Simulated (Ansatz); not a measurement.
**What isotropic strain −2.40 % does to ZnS**

Base system: ZnS in the wurtzite structure (space group P6_3mc, No. 186; a = 3.8453 Å, c = 6.3052 Å).

One thing is altered: every lattice vector is shortened by 2.40 %; the atoms relax in the strained cell.

Computed with PBE, PAW, 420 eV (Ansatz, a first-principles code; no spin-orbit coupling). Settings: 10×10×5 k-points, 0.05 eV Fermi–Dirac smearing.

```tsv
quantity	base	changed	shift
volume per atom	20.18 Å³	18.77 Å³	-1.419 Å³
space group	P6_3mc (No. 186)	P6_3mc (No. 186)	–
energy relative to the base (free energy F)	0 meV/atom	+25 meV/atom	+25 meV/atom
band gap	2.08 eV	2.41 eV	+0.33 eV
gap character	direct at Γ	direct at Γ	–
mean gap deformation potential ΔEg/Δln V	–	-4.5 eV	–
width of the top valence band	2.03 eV	2.28 eV	+0.243 eV
electron mass	0.16 mₑ along c, 0.18 mₑ across (at Γ)	0.17 mₑ along c, 0.19 mₑ across (at Γ)	–
valence-band top at Γ (three highest levels, from the VBM)	0.00, 0.00, -0.07 eV	0.00, 0.00, -0.09 eV	–
```

Final structure:

```
CELL_PARAMETERS angstrom
      3.75300     0.00000     0.00000
     -1.87650     3.25019     0.00000
      0.00000     0.00000     6.15388
ATOMIC_POSITIONS crystal
  Zn 0.33333 0.66667 0.00043
  Zn 0.66667 0.33333 0.50043
  S  0.33333 0.66667 0.37457
  S  0.66667 0.33333 0.87457
```

Masses are band curvatures over ±0.01 Å⁻¹ around the edge. No phonon test of stability was made.
